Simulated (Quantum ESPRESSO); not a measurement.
Quantum ESPRESSO run on Hf₃Ge (I4/mmm, 4 atoms in the cell): self-consistent single point.

Method of the run: PBEsol, PSlibrary PAW (PBE) pseudopotentials (plane waves; Quantum ESPRESSO 7.5).

```
CELL_PARAMETERS angstrom
     -2.09397     2.09397     4.63807
      2.09397    -2.09397     4.63807
      2.09397     2.09397    -4.63807
ATOMIC_POSITIONS crystal
  Hf 0.75000 0.25000 0.50000
  Hf 0.25000 0.75000 0.50000
  Hf 0.50000 0.50000 0.00000
  Ge 0.00000 0.00000 0.00000
```

Reference input (self-consistent single point, DFT, PBEsol, plane waves, PSlibrary PAW (PBE) pseudopotentials): ecutwfc = 55 Ry; ecutrho = 330 Ry; occupations = smearing; smearing = methfessel-paxton; degauss = 0.0099958 Ry; input_dft = pbesol; potentials = {Hf: Hf.pbe-spn-kjpaw_psl.1.0.0.UPF, Ge: Ge.pbe-n-kjpaw_psl.1.0.0.UPF}; K_POINTS = automatic 8 8 8 0 0 0; conv_thr = 1e-10 Ry; mixing_beta = 0.7. This run's input differs from it in these lines:

```diff
@@ -12,4 +12,4 @@
   ntyp = 2
-  ecutwfc = 55
-  ecutrho = 330
+  ecutwfc = 50
+  ecutrho = 300
   occupations = 'smearing'
```

Output, abridged:

```
     Self-consistent Calculation

     iteration #  1     ecut=    50.00 Ry     beta= 0.70

     Threshold (ethr) on eigenvalues was too large:
     Diagonalizing with lowered threshold

     total energy              =   -2222.80024388 Ry
     estimated scf accuracy    <       0.10435579 Ry

     iteration #  2     ecut=    50.00 Ry     beta= 0.70

     total energy              =   -2222.77974419 Ry
     estimated scf accuracy    <       0.16697939 Ry

     iteration #  3     ecut=    50.00 Ry     beta= 0.70

     total energy              =   -2222.82154879 Ry
     estimated scf accuracy    <       0.04467379 Ry

   [... 6 blocks of this kind left out ...]

     iteration # 10     ecut=    50.00 Ry     beta= 0.70

     total energy              =   -2222.82716864 Ry
     estimated scf accuracy    <       0.00000005 Ry

     iteration # 11     ecut=    50.00 Ry     beta= 0.70
     End of self-consistent calculation

     the Fermi energy is    13.8836 ev

!    total energy              =   -2222.82716865 Ry
     estimated scf accuracy    <          8.5E-11 Ry
     smearing contrib. (-TS)   =       0.00027143 Ry
     internal energy E=F+TS    =   -2222.82744008 Ry

     convergence has been achieved in  11 iterations

     Forces acting on atoms (cartesian axes, Ry/au):

     atom    1 type  1   force =     0.00000000    0.00000000    0.00000000
   [... zero for the other atoms too ...]

     Total force =     0.000000     Total SCF correction =     0.000000

          total   stress  (Ry/bohr**3)                   (kbar)     P=      -59.29
  -0.00041123   0.00000000   0.00000000          -60.49        0.00        0.00
   0.00000000  -0.00041123   0.00000000            0.00      -60.49        0.00
   0.00000000   0.00000000  -0.00038670            0.00        0.00      -56.88

   JOB DONE.
```

The run converged in 11 iterations. Against the reference run the free energy rises by 8.2 meV/atom and the pressure goes from -5.59 to -5.93 GPa.

The starting cell comes from a database of computed structures (which also holds hypothetical and non-ambient phases and stackings), without a prior relaxation at this level.

Cost on one core of a shared machine: roughly 3 min.
